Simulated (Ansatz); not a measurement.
## PBE against r2SCAN: hypothetical CsCl type LaAs, strain tensor (xx, yy, zz, yz, xz, xy) = (−1.16, +2.78, −2.01, +0.11, +0.46, +0.04) %

Consider LaAs in the CsCl type structure (space group Pm-3m, No. 221; a = 3.744 Å; a hypothetical phase, not in the database extracts checked; relaxed with 0.1 eV smearing). Axes: x, y, z lie along the cube axes.

(Cell as relaxed with PBE.)

Levels (all Ansatz, a quantum-chemistry and plane-wave program, PAW): PBE (420 eV, without spin-orbit coupling); r2SCAN (500 eV, scalar-relativistic without spin-orbit coupling).

Each level relaxes its own structure.

```tsv
base	PBE	r2SCAN
volume per atom	26.23 Å³	26.22 Å³
lattice parameter a	3.744 Å	3.743 Å
band gap	zero	zero
```

It is then changed as follows: strain tensor (xx, yy, zz, yz, xz, xy) = (−1.16, +2.78, −2.01, +0.11, +0.46, +0.04) %; the atoms relax in the strained cell.

```json
[
 {"quantity": "energy relative to the base (free energy F)", "PBE": "+7.6 meV/atom", "r2SCAN": "+11 meV/atom"},
 {"quantity": "pressure (mean of the normal stresses, compression positive)", "PBE": "0.2 GPa", "r2SCAN": "0.2 GPa"},
 {"quantity": "band gap", "PBE": "zero", "r2SCAN": "zero"},
 {"quantity": "shortest interatomic distance", "PBE": "3.227 Å", "r2SCAN": "3.227 Å"}
]
```

PBE's energy relative to the base lies 3.8 meV/atom below r2SCAN's; the two agree on the pressure, band gap and shortest interatomic distance. Neither level is exact; r2SCAN is the comparison here, not a measurement.

No phonon test of stability was made. All final runs are without spin polarisation.
